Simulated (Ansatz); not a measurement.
**Lu: biaxial strain +0.50 %, plane normal [001], relaxed out of plane**

Consider Lu in the hcp (Mg type) structure (space group P6_3/mmc, No. 194; a = 3.4432 Å, c = 5.3669 Å; relaxed with 0.1 eV smearing). Axes: x lies along a and z along c of the hexagonal cell.

Now apply this change: tensile biaxial strain of 0.50 % in the plane normal to [001], as in epitaxy on a mismatched substrate; the out-of-plane cell vector and the atoms relax.

Computed with PBEsol in Ansatz (plane waves to 420 eV, PAW, spin-orbit coupling left out). Γ-centred 19×19×11 mesh, Fermi–Dirac width 0.1 eV.

The volume per atom increases by 0.21 Å³, from 27.55 Å³ to 27.76 Å³ and the space group stays P6_3/mmc (No. 194). The band gap stays zero and the out-of-plane strain amounts to -0.23 %. The mean in-plane stress (compression positive) amounts to -0.6 GPa.

Final structure (turned so that z lies along the plane normal):

```yaml
crystal:
  lattice:
    - [3.46039, 0.00000, 0.00000]
    - [1.73020, 2.99679, 0.00000]
    - [0.00000, 0.00000, 5.35445]
  atoms:
    - { symbol: Lu, position: [0.66667, 0.66667, 0.75000] }
    - { symbol: Lu, position: [0.33333, 0.33333, 0.25000] }
```

Stability against distortions was not tested.

Ansatz is a first-principles code.
